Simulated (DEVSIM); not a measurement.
System: In0.52Al0.48As/In0.53Ga0.47As p-n heterojunction, at 300 K.

```csv
layer (left to right),material,thickness (μm),Nd (cm⁻³),Na (cm⁻³),τn (s),τp (s)
1,In0.52Al0.48As,1.60,-,2.3e17,2.1e-9,2.1e-9
2,In0.53Ga0.47As,0.150,1.9e15,-,2.1e-9,2.1e-9
```

Left contact: ohmic. Right contact: ohmic. Voltage is applied to the left contact. Recombination: SRH at mid-gap, radiative, Auger. Mobility is μmin + (μ − μmin)/(1 + (N/Nref)^α).

This is a model device: material constants are rounded textbook-type values typed into the input, and sizes, dopings and lifetimes were drawn at random. Values at 300 K.

```csv
parameter,In0.52Al0.48As,In0.53Ga0.47As
gap (eV),1.45,0.74
affinity (eV),4,4.51
permittivity,12.5,13.9
Nc (cm⁻³),5.1e17,2.1e17
Nv (cm⁻³),1.1e19,7.7e18
μn (cm²/Vs),4000,12000
μp (cm²/Vs),75,300
"μn,min",800,300
"μp,min",10,10
"Nref,n",3e16,1.3e17
"Nref,p",1e17,4.9e17
αn,1.1,0.48
αp,0.6,0.4
B (cm³/s),1e-10,9.6e-11
Cn (cm⁶/s),1e-30,5e-29
Cp (cm⁶/s),1e-30,5e-29
```

DEVSIM, 1D drift-diffusion, Boltzmann statistics, complete ionisation; no tunnelling, impact ionisation, image-force lowering or self-heating. Band offsets follow the typed affinities; no thermionic-emission limit at abrupt steps, no polarisation charge.

The doping Na of layer 1 was swept, all else fixed.

| doping Na of layer 1 (cm^-3) | dark forward voltage at 100 A/cm² (V) | largest field in the device at zero bias (V/cm) | potential step across the device at zero bias (V) | dark forward voltage at 1 A/cm² (V) |
|---|---|---|---|---|
| 6.9e15 | 0.769 | 24000 | 0.628 | 0.264 |
| 2.3e16 | 0.522 | 36000 | 0.659 | 0.222 |
| 6.9e16 | 0.421 | 54000 | 0.687 | 0.216 |
| 2.3e17 | 0.377 | 93000 | 0.718 | 0.214 |
| 6.9e17 | 0.362 | 160000 | 0.747 | 0.213 |
| 2.3e18 | 0.356 | 290000 | 0.778 | 0.212 |

From the first row to the last the dark forward voltage at 100 A/cm² goes from 0.769 to 0.356. From the first row to the last the largest field in the device at zero bias goes from 24000 to 290000.
